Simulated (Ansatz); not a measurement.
rock-salt ZrN (0 0 1) on monoclinic HfO2 (0 0 1) (film strained to the substrate, started from cuts of the bulks and a machine-learned relaxation; slabs Hf20O48 and N20Zr20, which can lie off the formulas)

A periodic stack without vacuum, rock-salt ZrN (0 0 1) on monoclinic HfO2 (0 0 1) (film strained to the substrate, started from cuts of the bulks and a machine-learned relaxation; slabs Hf20O48 and N20Zr20, which can lie off the formulas): substrate slab Hf20O48, film N20Zr20, surface cells [[-1, 1], [-1, -1]] and [[-3, -1], [-1, -2]], film strained by +0.5 and +1.5 %, outermost planes O/O and NZr/NZr as cut, which need not be the usual terminations and can put a slab off its formula.

The start was prepared with a machine-learned potential, and the result is one local minimum, with the in-plane cell held and forces under 0.04 eV/Å; the film can end far from its bulk form.

These are PBE (plane waves to 420 eV, PAW; Ansatz, an electronic-structure program) values and carry that method's errors. No spin–orbit coupling; the runs are not spin-polarised; PBE gaps are too small against experiment. Its k-point mesh 4×4×1, Fermi–Dirac width 0.05 eV.

The interface area is 53.8 Å² and the period is 24.67 Å. The heights between the nearest atoms of the two slabs at the two interfaces is 0.84 and 0.60 Å and the Hf–Zr contacts across the interfaces within 1.22 times the sum of covalent radii is 25, mean 3.75 Å. The O–Zr contacts across the interfaces within 1.22 times the sum of covalent radii comes out as 25, mean 2.14 Å.

```
CELL_PARAMETERS angstrom
      7.33529    -0.00035    -0.00524
     -0.07136     7.33356    -0.18581
      2.76273    -3.40386    24.76614
ATOMIC_POSITIONS crystal
  Hf 0.71553 0.29054 0.10399
  Hf 0.21710 0.81945 0.10963
  Hf 0.76407 0.83579 0.11841
  Hf 0.23240 0.34778 0.11662
  O  0.71600 0.57040 0.13807
  O  0.20573 0.09215 0.14027
  O  0.54363 0.87928 0.18301
  O  0.05048 0.38813 0.19179
  O  0.63219 0.71374 0.05236
  O  0.02845 0.29074 0.07042
  O  0.76406 0.38355 0.03184
  O  0.30230 0.92553 0.04061
  O  0.78235 0.12497 0.16266
  O  0.27352 0.62353 0.15953
  O  0.48728 0.33361 0.17024
  O  0.98619 0.84198 0.17261
  O  0.46073 0.27190 0.06179
  O  0.00174 0.75990 0.06576
  O  0.75476 0.02423 0.06138
  O  0.29473 0.57561 0.05372
  Hf 0.72336 0.51382 0.31821
  Hf 0.22879 0.01384 0.31740
  Hf 0.54180 0.15272 0.22613
  Hf 0.03932 0.65749 0.22857
  Hf 0.75252 0.05312 0.33504
  Hf 0.25217 0.55291 0.33441
  Hf 0.51896 0.61242 0.20803
  Hf 0.01491 0.12560 0.21214
  O  0.70252 0.78625 0.35125
  O  0.20162 0.28667 0.34975
  O  0.57162 0.08679 0.40719
  O  0.07520 0.58867 0.40879
  O  0.51263 0.03615 0.29838
  O  0.00696 0.54622 0.30145
  O  0.75516 0.63446 0.24486
  O  0.26077 0.12654 0.24392
  O  0.78165 0.33480 0.37487
  O  0.28351 0.83442 0.37360
  O  0.48982 0.54315 0.38646
  O  0.99203 0.04526 0.38618
  O  0.48354 0.44202 0.27760
  O  0.98488 0.94667 0.27902
  O  0.78357 0.22779 0.26800
  O  0.28578 0.72322 0.26605
  Hf 0.74322 0.72088 0.52924
  Hf 0.24016 0.21188 0.53406
  Hf 0.55088 0.35827 0.44220
  Hf 0.05175 0.86582 0.44147
  Hf 0.75682 0.27411 0.55205
  Hf 0.24744 0.73840 0.55076
  Hf 0.52069 0.82345 0.42561
  Hf 0.02843 0.32273 0.42620
  O  0.71735 0.97205 0.58010
  O  0.18304 0.47336 0.55806
  O  0.53630 0.32359 0.61666
  O  0.04510 0.82399 0.61641
  O  0.52466 0.23539 0.51334
  O  0.01408 0.74430 0.51239
  O  0.76455 0.83874 0.45828
  O  0.27343 0.31066 0.45502
  O  0.74850 0.55623 0.58818
  O  0.31190 0.04782 0.59076
  O  0.39131 0.69458 0.61577
  O  0.95195 0.22885 0.60923
  O  0.49265 0.64955 0.49615
  O  0.98759 0.14740 0.49646
  O  0.79657 0.43026 0.48246
  O  0.29027 0.92424 0.48131
  N  0.34882 0.24333 0.78667
  N  0.95418 0.43676 0.78100
  N  0.15250 0.83973 0.77944
  N  0.75232 0.03883 0.78797
  N  0.54855 0.64209 0.78257
  N  0.27025 0.48953 0.69399
  N  0.88349 0.66654 0.69471
  N  0.09579 0.09823 0.69615
  N  0.70670 0.26946 0.69710
  N  0.48810 0.91797 0.69395
  N  0.27622 0.32494 0.96648
  N  0.92262 0.56433 0.96237
  N  0.07048 0.94920 0.96509
  N  0.67553 0.09619 0.96230
  N  0.48886 0.71901 0.96130
  N  0.22194 0.59588 0.87371
  N  0.82008 0.78364 0.87256
  N  0.01562 0.19473 0.87909
  N  0.62047 0.38819 0.87328
  N  0.41270 0.99357 0.87919
  Zr 0.25851 0.53882 0.77972
  Zr 0.84292 0.74410 0.77890
  Zr 0.05415 0.13798 0.78035
  Zr 0.64943 0.33638 0.77874
  Zr 0.45780 0.94178 0.77667
  Zr 0.39084 0.16295 0.66473
  Zr 0.98331 0.39025 0.68514
  Zr 0.18316 0.78218 0.68019
  Zr 0.83628 0.00569 0.65084
  Zr 0.56971 0.57925 0.66012
  Zr 0.17490 0.68057 0.98920
  Zr 0.76754 0.84416 0.98937
  Zr 0.97870 0.25488 0.98579
  Zr 0.53478 0.48097 0.00767
  Zr 0.38743 0.05739 0.98044
  Zr 0.31638 0.29676 0.88059
  Zr 0.91532 0.49566 0.88073
  Zr 0.11414 0.89568 0.88003
  Zr 0.71358 0.09994 0.87996
  Zr 0.51797 0.69101 0.87931
```
